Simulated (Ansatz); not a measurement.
We consider fluorite HfO2 (high-temperature phase), described by PBE-D3(BJ) (Ansatz, a program for electronic structure, PAW).

Numerical settings: plane-wave cutoff 520 eV, 12×12×12 k mesh, Fermi–Dirac smearing 0.01 eV, scalar-relativistic PAW data made under PBE.

Energies at three volumes about the minimum:

| V (Å³/atom) | E − E_lowest (meV/atom) |
|---|---|
| 10.658 | 3.59 |
| 10.876 | 0.00 |
| 11.093 | 3.33 |

Problem. Fit a parabola by hand: where is the minimum, what lattice constant follows, and what is the bulk modulus?

Solution. Slopes: (0.00 − 3.59)/(10.876 − 10.658) = -16.468 and (3.33 − 0.00)/(11.093 − 10.876) = 15.346 meV/Å³. Curvature E″ = 2 × (15.346 − (-16.468))/(11.093 − 10.658) = 146.271 meV/Å⁶. From the middle of the first interval, the slope vanishes at V0 = 10.7670 − (-16.468)/146.271 = 10.880 Å³/atom. B = V0 E″ = 10.880 × 146.271 meV/Å³ × 0.1602 GPa per meV/Å³ = 255 GPa. With 12 atoms in the cube, a = (12 × 10.880)^(1/3) = 5.073 Å. The full Birch–Murnaghan fit to all volumes gives V0 = 10.876 Å³/atom and B0 = 254 GPa.

Measured, for comparison: bulk modulus 242 ± 16 GPa (room temperature, not corrected to a static lattice, nanocrystalline cubic HfO2, second-order Birch-Murnaghan; as tabulated in High-pressure structural stability, equation of state, and thermal expansion …). Computed (rounded) less measured: bulk modulus +5 % (inside the measured uncertainty). A static lattice is as a rule a little smaller and stiffer than an uncorrected measurement, which narrows the difference in the bulk modulus and would widen misses of the other sign.

Note: symmetry holds this phase in the static calculation, where it need not be a minimum; held by symmetry at 0 K, a high-temperature phase can be a saddle point.
